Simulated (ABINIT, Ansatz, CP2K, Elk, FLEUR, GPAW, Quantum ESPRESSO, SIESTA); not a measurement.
**Code comparison for Ti3Nb (Amm2, 4 atoms in the cell)**

Self-consistent single point, at a second geometry (lattice scaled by 0.98). First geometry:

```yaml
crystal:
  lattice:
    - [9.04699, 0.00000, 0.00000]
    - [0.00000, 1.60600, 2.41039]
    - [0.00000, -1.60600, 2.41039]
  atoms:
    - { symbol: Ti, position: [0.00000, 0.18267, 0.18267] }
    - { symbol: Ti, position: [0.24845, 0.79134, 0.79134] }
    - { symbol: Ti, position: [0.75155, 0.79134, 0.79134] }
    - { symbol: Nb, position: [0.50000, 0.23464, 0.23464] }
```

Shared settings, as Ansatz (a first-principles code) writes them: kpoints.mp_grid.grid = 3 10 10; scf.occupations.method = fermi_dirac; scf.occupations.width = 0.1 eV. Potentials and cutoffs stand in the table.

```tsv
code	model	ΔF from the first geometry (meV/atom)	pressure (GPa)	largest force (eV/Å)	cutoff
FLEUR	LDA (Vosko-Wilk-Nusair), all-electron FLAPW (FLEUR), scalar-relativistic valence	-29.9	–	0.213	Kmax 4.1 1/bohr
SIESTA	LDA PW92, numerical atomic orbitals DZP, PseudoDojo LDA standard norm-conserving potentials (rewritten from UPF to PSML)	-38.5	-2.06	0.262	grid 400 Ry
Quantum ESPRESSO	LDA (PW92), PseudoDojo standard norm-conserving (LDA) pseudopotentials	-33.1	-1.35	0.217	85 Ry
CP2K	LDA (Pade form), GPW, DZVP-MOLOPT-SR-GTH basis, GTH-PADE potentials (GTH_POTENTIALS)	-41.7	-2.66	0.297	grid 600 Ry
ABINIT	LDA (PW92), norm-conserving pseudopotentials (PseudoDojo nc-sr-04 LDA standard)	-33.1	-1.35	0.217	84 Ry
Ansatz	LDA (PW92), PAW files made with PBE	-33.8	-1.46	0.218	default
Elk	LDA (PW92), all-electron FP-LAPW, Elk's shipped species files, APW+lo basis with extra local orbitals	-35.1	–	–	rgkmax 7.5
GPAW	LDA (Perdew-Wang 92), GPAW PAW datasets LDA (gpaw-data 1.0.1)	-32.5	-1.44	0.211	850 eV
```

Size of the force on each atom (eV/Å): Sizes of forces hide their directions.

```json
[
 {"code": "FLEUR", "Ti1": "0.013", "Ti2": "0.126", "Ti3": "0.126", "Nb4": "0.213"},
 {"code": "SIESTA", "Ti1": "0.032", "Ti2": "0.170", "Ti3": "0.170", "Nb4": "0.262"},
 {"code": "Quantum ESPRESSO", "Ti1": "0.017", "Ti2": "0.128", "Ti3": "0.128", "Nb4": "0.217"},
 {"code": "CP2K", "Ti1": "0.045", "Ti2": "0.207", "Ti3": "0.207", "Nb4": "0.297"},
 {"code": "ABINIT", "Ti1": "0.017", "Ti2": "0.128", "Ti3": "0.128", "Nb4": "0.217"},
 {"code": "Ansatz", "Ti1": "0.017", "Ti2": "0.127", "Ti3": "0.127", "Nb4": "0.218"},
 {"code": "GPAW", "Ti1": "0.016", "Ti2": "0.116", "Ti3": "0.116", "Nb4": "0.211"}
]
```

A dash marks a value that a program does not give, or that is left out as unsure.

On Ansatz's run: spin polarisation is off.

The spread over the programs that give each value: ΔF from the first geometry within 11.8 meV/atom; pressure within 1.31 GPa; largest force within 0.086 eV/Å.

SIESTA and CP2K use small atom-centred bases, whose incompleteness enters pressures, forces and empty levels differently from a plane-wave cutoff. FLEUR and Elk treat all electrons, but the usual bases taken here (sphere radii, linearisation, local orbitals, empty states) were not tested for convergence, so the values are no reference for the others. Ansatz's pressure is given at a fixed set of plane waves, as the other plane-wave codes print theirs. In the pressure, CP2K (by 1.27) lies more than 1 GPa from the median of the plane-wave programs. In the force vectors, CP2K (by 0.175) lies more than 0.08 eV/Å from the median of the plane-wave programs.

The starting cell comes from a database of computed structures (which also holds hypothetical and non-ambient phases and stackings), without a prior relaxation at this level. For this run, on top of that: lattice scaled by 0.98.

Keys are those of Ansatz 0.2.
